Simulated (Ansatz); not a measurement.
O on the 1x1 (111) surface of fcc Ag, one in a 2x2 cell, energies for each (29.8 Å²). Energies are against ½ O2(g), without zero-point or thermal terms; each row is named by its start.

Method: PBE (plane waves to 420 eV, PAW; Ansatz, a first-principles code).

Set-up: 17 atoms, 7.1 Å thick at the start under the adsorbate (thin: gaps and levels are the slab's own); mesh 6x6x1; 0.1 eV smearing; dipole correction on; 8 atoms held, the rest relaxed; each run with such symmetry as its start has; spin-polarised, no spin-orbit, no U, no dispersion correction.

A negative adsorption energy means that the adsorbate is more stable on the surface than in its reference. Heights count from the host atoms within 0.3 Å of the top one.

| starting site | E_ads (eV) | height (Å) | nearest host atom (Å) | bonded to | Δ work function (eV) | lateral drift (Å) | moment (μB) |
|---|---|---|---|---|---|---|---|
| top Ag | ___ | 1.87 | Ag 1.96 | Ag | 2.14 | 0.0 | 0.7 |
| hollow Ag-Ag-Ag over Ag at depth 2.4 Å | -0.20 | 1.24 | Ag 2.13 | 3 Ag | 1.25 | 0.0 | 0.0 |
| hollow Ag-Ag-Ag over Ag at depth 4.7 Å | -0.33 | 1.22 | Ag 2.12 | 3 Ag | 1.18 | 0.0 | 0.0 |
| bridge Ag-Ag (span 2.9 Å) | -0.33 | 1.22 | Ag 2.12 | 3 Ag | 1.18 | 0.8 | 0.0 |

Problem. Complete the blanks.

Solution. 
- top Ag, E_ads (eV): 1.22
